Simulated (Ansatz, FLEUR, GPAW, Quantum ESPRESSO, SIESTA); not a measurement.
One structure in several programs: ZrNi5 (F-43m, 6 atoms in the cell)

Self-consistent single point, at a second geometry (lattice scaled by 0.98). First geometry:

```
ZrNi5
1.0
    0.00000     3.24604     3.24604
    3.24604     0.00000     3.24604
    3.24604     3.24604     0.00000
Zr Ni
1 5
Direct
  0.00000   0.00000   0.00000
  0.25000   0.25000   0.25000
  0.62347   0.62347   0.62347
  0.12959   0.62347   0.62347
  0.62347   0.62347   0.12959
  0.62347   0.12959   0.62347
```
Moments meant for the start (each program seeds them in its own way; μB, in the order of the atoms Zr Ni Ni Ni Ni Ni): 0.0 2.0 0.0 0.0 0.0 0.0.

Shared settings, as Ansatz (a first-principles code) writes them: kpoints.mp_grid.grid = 6 6 6; scf.occupations.method = gaussian; scf.occupations.width = 0.02 Ry. Potentials and cutoffs stand in the table.

```tsv
code	model	ΔF from the first geometry (meV/atom)	pressure (GPa)	largest force (eV/Å)	cutoff
FLEUR	PBEsol, all-electron FLAPW (FLEUR), scalar-relativistic valence	–	–	0.368	Kmax 4 1/bohr
Quantum ESPRESSO	PBEsol, PSlibrary PAW (PBE) pseudopotentials	95.6	32.31	0.363	55 Ry
GPAW	PBEsol, GPAW PAW datasets PBEsol (made by gpaw-setup)	101.6	34.32	0.390	850 eV
SIESTA	GGA PBEsol, numerical atomic orbitals DZP, PseudoDojo PBEsol standard norm-conserving potentials (rewritten from UPF to PSML)	69.3	25.56	0.338	grid 300 Ry
Ansatz	PBEsol, PAW files made with PBE	89.7	30.93	0.330	30.9 Ry
```

A dash marks a value that a program does not give, or that is left out as unsure.

On Ansatz's run: the starting moments vanished: the run ended non-magnetic, which need not be the lowest state. The program warned that a starting moment was not kept.

The spread over the programs that give each value: ΔF from the first geometry within 32.3 meV/atom; pressure within 8.76 GPa; largest force within 0.060 eV/Å.

SIESTA uses small atom-centred bases, whose incompleteness enters pressures, forces and empty levels differently from a plane-wave cutoff. FLEUR treats all electrons, but the usual bases taken here (sphere radii, linearisation, local orbitals, empty states) were not tested for convergence, so the values are no reference for the others. Ansatz's pressure is given at a fixed set of plane waves, as the other plane-wave codes print theirs; with its correction for the finite basis it is 31.02 GPa.

The starting cell comes from a database of computed structures (which also holds hypothetical and non-ambient phases and stackings), without a prior relaxation at this level. Its lattice was rescaled by a random factor within 2.5 % of one. For this run, on top of that: lattice scaled by 0.98.

Keys are those of Ansatz 0.2.
